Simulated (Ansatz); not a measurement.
CO on the 1x1 (0001) surface of hcp Ru, one in a 2x2 cell, energies for each (25.7 Å²). Energies are against CO(g), without zero-point or thermal terms; each row is named by its start.

Level of theory: PBE (plane waves to 420 eV, PAW; Ansatz, a first-principles code).

Slab: 18 atoms, 6.3 Å thick at the start under the adsorbate (thin: gaps and levels are the slab's own); k 6x6x1, smearing 0.1 eV, dipole-corrected; 8 atoms held, the rest relaxed; each run with such symmetry as its start has; no spin, no spin-orbit, no U, no dispersion correction.

A negative adsorption energy means that the adsorbate is more stable on the surface than in its reference. Starts that drift may end in the same place. Heights count from the host atoms within 0.3 Å of the top one.

| starting site | E_ads (eV) | height (Å) | nearest host atom (Å) | bonded to | Δ work function (eV) | lateral drift (Å) |
|---|---|---|---|---|---|---|
| top Ru | -1.90 | 1.99 | Ru 1.89 | Ru | 0.74 | 0.0 |
| hollow Ru-Ru-Ru | -1.74 | 1.47 | Ru 2.14 | 3 Ru | 1.03 | 0.0 |
| hollow Ru-Ru-Ru over Ru at depth 2.1 Å | -1.87 | 1.40 | Ru 2.12 | 3 Ru | 1.16 | 0.0 |
| bridge Ru-Ru (span 2.7 Å) | -1.87 | 1.40 | Ru 2.12 | 3 Ru | 1.16 | 0.8 |
